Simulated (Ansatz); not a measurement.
Cell and atoms of amorphous Al32O24N16:

```
CELL_PARAMETERS angstrom
      9.15984     0.00000     0.00000
      0.00000     9.15984     0.00000
      0.00000     0.00000     9.15984
ATOMIC_POSITIONS crystal
  Al 0.06992 0.20650 0.61949
  Al 0.91856 0.40032 0.81974
  Al 0.13195 0.60950 0.65552
  Al 0.41973 0.16620 0.60734
  Al 0.84417 0.48195 0.56042
  Al 0.77096 0.76793 0.11783
  Al 0.87305 0.02324 0.29241
  Al 0.12248 0.92434 0.64779
  Al 0.22458 0.58633 0.15130
  Al 0.29821 0.04005 0.88985
  Al 0.04229 0.28421 0.28466
  Al 0.03304 0.74893 0.38548
  Al 0.53105 0.84491 0.64444
  Al 0.16135 0.34060 0.95868
  Al 0.69203 0.69502 0.40138
  Al 0.30378 0.40205 0.41641
  Al 0.63185 0.96814 0.92813
  Al 0.10513 0.76519 0.95007
  Al 0.54738 0.49922 0.16902
  Al 0.95876 0.05380 0.94045
  Al 0.48709 0.31796 0.91130
  Al 0.56292 0.96772 0.31411
  Al 0.65574 0.29373 0.38022
  Al 0.77173 0.01549 0.60801
  Al 0.83128 0.75919 0.78238
  Al 0.33555 0.71067 0.39267
  Al 0.41015 0.21113 0.20156
  Al 0.73489 0.24192 0.06821
  Al 0.50274 0.49844 0.62016
  Al 0.19528 0.95667 0.19294
  Al 0.47205 0.69746 0.90666
  Al 0.88650 0.50297 0.14434
  O  0.97621 0.03545 0.57347
  O  0.19107 0.79584 0.51921
  O  0.07047 0.08523 0.28402
  O  0.00001 0.58709 0.49662
  O  0.46575 0.33285 0.71750
  O  0.86594 0.10650 0.10670
  O  0.86188 0.35314 0.29812
  O  0.11653 0.46212 0.79800
  O  0.73497 0.80737 0.60585
  O  0.50460 0.50444 0.97476
  O  0.56549 0.04142 0.63638
  O  0.94812 0.68314 0.04601
  O  0.68231 0.74875 0.93173
  O  0.38063 0.02080 0.23044
  O  0.30660 0.54382 0.55365
  O  0.64411 0.92758 0.13509
  O  0.02260 0.22612 0.87324
  O  0.27262 0.66245 0.97730
  O  0.62081 0.17508 0.92673
  O  0.49462 0.66207 0.71615
  O  0.82260 0.39675 0.99044
  O  0.83475 0.55989 0.74176
  O  0.13373 0.31141 0.45652
  O  0.90156 0.31245 0.63888
  N  0.71812 0.09253 0.40433
  N  0.43337 0.25124 0.42267
  N  0.58781 0.30168 0.18581
  N  0.13573 0.96153 0.99667
  N  0.05060 0.76870 0.75810
  N  0.44752 0.90153 0.86108
  N  0.51070 0.80449 0.43007
  N  0.65759 0.48663 0.48939
  N  0.81570 0.97361 0.82291
  N  0.71067 0.60320 0.21249
  N  0.86104 0.82293 0.31689
  N  0.18459 0.76050 0.25126
  N  0.37357 0.53206 0.27354
  N  0.32557 0.22839 0.99999
  N  0.24007 0.09410 0.68838
  N  0.09578 0.42367 0.13904
```

Methods: PBE, scalar-relativistic without spin-orbit coupling (Ansatz, a program for electronic structure); r2SCAN, scalar-relativistic without spin-orbit coupling (Ansatz); HSE06, scalar-relativistic without spin-orbit coupling (Ansatz). Neutral PBE cell, which sets geometry, pressure and energy: sampling: a 2×2×2 Γ-centred mesh; Fermi-Dirac width 0.02 eV; no spin polarisation. Exact exchange is cut at the faces of this 9 Å cell, which leaves hybrid gaps a finite-size error.

A CHGNet melt-quench gave the starting glass, which DFT then relaxed. O and N atoms were pushed apart under 1.9 Å during the dynamics, to hinder bonds among them. The hot cell started wider than the set density and was brought back towards it in steps. It is the lowest in DFT energy of 2 quenches. It is a model cell: composition and starting density were chosen by hand, and all elements were melted together. No dispersion term was used. A short ab initio anneal came between quench and relaxation. Its density started from a set value of 3.14 and ended at 3.18 g/cm³. The simulated quench (nominally 88 K/ps over its main leg) is rapid and tends to freeze in more defects than a deposited or slowly cooled glass has. One small periodic cell is one sample of the glass; other quenches scatter about these values. The volume was free in the relaxation, at fixed shape.

Problem. Give the pressure and the spacing of the highest filled and lowest empty levels.

Solution. 
```json
{
  "Pressure on a 2×2×2 Γ-centred mesh": "0.04 GPa",
  "Largest force and stress component on that mesh (the relaxation ran on the zone centre alone)": "0.06 eV/Å and 2.2 GPa",
  "Gap on a 2×2×2 Γ-centred mesh (PBE)": "2.39 eV",
  "Gap at the zone centre (PBE)": "2.38 eV",
  "Gap at the zone centre (r2SCAN)": "2.91 eV",
  "Gap at the zone centre (HSE06)": "3.73 eV",
  "Distance between the nearest levels spread over more than a fifth of the atoms or a third of the atoms of their main element (six at least) (PBE, zone centre)": "2.38 eV"
}
```

Problem. At PBE and the zone centre, how localised are the states just below and above the Fermi level (participation number: the atoms over which a state spreads)?

Solution. The highest filled state is spread over 6.2 atoms' worth, largest on N62, with weights by element (charge in smoothed Voronoi cells) N 0.56, O 0.32, Al 0.12. The lowest empty state is spread over 42.1 atoms' worth, largest on Al27, with weights by element (charge in smoothed Voronoi cells) Al 0.49, O 0.27, N 0.24.

Cut-offs for bonds: Al-Al 2.66 Å, Al-O 2.42 Å, Al-N 2.32 Å, O-O 1.58 Å, O-N 1.64 Å, N-N 1.70 Å. Two cations that share two anions don't count as bonded, nor two that share one unless they lie closer than Al-Al 2.59 Å.

Added carriers, by PBE, scalar-relativistic without spin-orbit coupling (Ansatz) on the zone centre alone. Charged cells keep the cell fixed and stand in a uniform background, with no image correction, at a width of 0.01 eV; where the count is odd the moment is locked at 1 μB, unless the neutral cell bore moments. Each starts from the undistorted neutral geometry alone. PBE's self-interaction favours spread-out carriers, so it can miss traps that a hybrid finds.

Problem. What happens at PBE when the cell takes an extra electron and the atoms relax?

Solution. Relaxation lowers the charged cell by 0.31 eV. The largest moves are O39 0.30 Å, N58 0.26 Å, Al28 0.20 Å, Al27 0.19 Å. The level that holds the added charge spreads over 11.5 atoms' worth, most on Al27 (weight 0.23): a partly localised carrier. Bonds broken: Al27-N58. Bonds formed: Al28-O39. Made neutral again at that geometry, the cell lies +0.75 eV from the neutral start.

Problem. What happens at PBE when the cell takes a hole and the atoms relax?

Solution. Relaxation lowers the charged cell by 0.57 eV. The largest moves are N62 0.38 Å, Al13 0.38 Å, O43 0.29 Å, Al10 0.18 Å. The level that was emptied spreads over 2.3 atoms' worth, most on N62 (weight 0.65): a localised (trapped) carrier, which neighbours of that atom can share. Bonds broken: Al13-N62. Made neutral again at that geometry, the cell lies +0.86 eV from the neutral start (a closed shell was imposed there, with levels 0.49 eV apart, so this is an upper bound).
